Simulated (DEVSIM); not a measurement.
Structure: abrupt Si p-n junction, at 300 K.

Layer 1 from the left is Si, thickness (μm) 20.0, Na (cm⁻³) 1.5e17, τn (s) 2e-6, τp (s) 2e-6. Layer 2 from the left is Si, thickness (μm) 28.0, Nd (cm⁻³) 1.5e15, τn (s) 2e-6, τp (s) 2e-6.

Left contact: ohmic. Right contact: ohmic. Voltage is applied to the left contact. Recombination: SRH at mid-gap, Auger. Mobility is μmin + (μ − μmin)/(1 + (N/Nref)^α).

Constants are typed, rounded textbook-type inputs, not results; the design itself was drawn at random and stands for no fabricated device. Values at 300 K.

Si: gap (eV) 1.124, affinity (eV) 4.05, permittivity 11.7, Nc (cm⁻³) 2.86e19, Nv (cm⁻³) 3.1e19, μn (cm²/Vs) 1417, μp (cm²/Vs) 470, μn,min 52, μp,min 45, Nref,n 9.7e16, Nref,p 2.2e17, αn 0.68, αp 0.72, Cn (cm⁶/s) 2.8e-31, Cp (cm⁶/s) 9.9e-32.

Model (solved in DEVSIM): 1D drift-diffusion, Boltzmann statistics, complete ionisation; no tunnelling, impact ionisation, image-force lowering or self-heating.

Dark forward current:

| |V| (V) | |J| (A/cm²) |
|---|---|
| 0.05 | 6.324e-9 |
| 0.10 | 2.422e-8 |
| 0.15 | 8.409e-8 |
| 0.20 | 3.236e-7 |
| 0.25 | 1.490e-6 |
| 0.30 | 8.163e-6 |
| 0.35 | 5.027e-5 |
| 0.40 | 0.0003293 |
| 0.45 | 0.002219 |
| 0.50 | 0.01505 |
| 0.55 | 0.09889 |
| 0.60 | 0.5633 |
| 0.65 | 2.458 |
| 0.70 | 8.376 |
| 0.75 | 23.73 |
| 0.80 | 57.08 |
| 0.85 | 116.9 |
| 0.90 | 208.0 |
| 0.95 | 332.6 |
| 1.00 | 491.3 |
| 1.05 | 684.6 |
| 1.10 | 911.9 |
| 1.15 | 1172 |
| 1.20 | 1465 |
| 1.25 | 1787 |
| 1.30 | 2135 |

Problem. Work out the local ideality factor n = ΔV / (kT/q · ln(J2/J1)) between the rows 0.15 and 0.20 V, 0.45 and 0.50 V, 1.25 and 1.30 V.

Solution. kT/q = 25.85 mV. From 0.15 to 0.20 V: ln(3.236e-7/8.409e-8) = 1.348, n = 1.44. From 0.45 to 0.50 V: ln(0.01505/0.002219) = 1.914, n = 1.01, near the 1 of diffusion or emission over a barrier. From 1.25 to 1.30 V: ln(2135/1787) = 0.178, n = 10.87.

Problem. Estimate the current at 0.45 V from the Shockley equation with J0 = Σ q ni² D/(N L) coth(W/L), τ joining the SRH, radiative and Auger lifetimes that are on, and W taken as the whole layer.

Solution. ni² = 1.16e20 cm⁻⁶; electrons in the p layer: μ = 634 cm²/Vs, D = 16.4 cm²/s, τ = 1.99e-6 s, L = 57.1 μm, W/L = 0.35, term 1.06e-12 A/cm²; holes in the n layer: μ = 459 cm²/Vs, D = 11.9 cm²/s, τ = 2.00e-6 s, L = 48.7 μm, W/L = 0.58, term 5.80e-11 A/cm². J0 = 5.91e-11 A/cm², and J = J0 exp(qV/kT) = 0.00215 A/cm². The simulation gives 0.00222 A/cm²; the estimate lies 3.2 % below. The estimate leaves out recombination in the depletion region and that region's share of W.
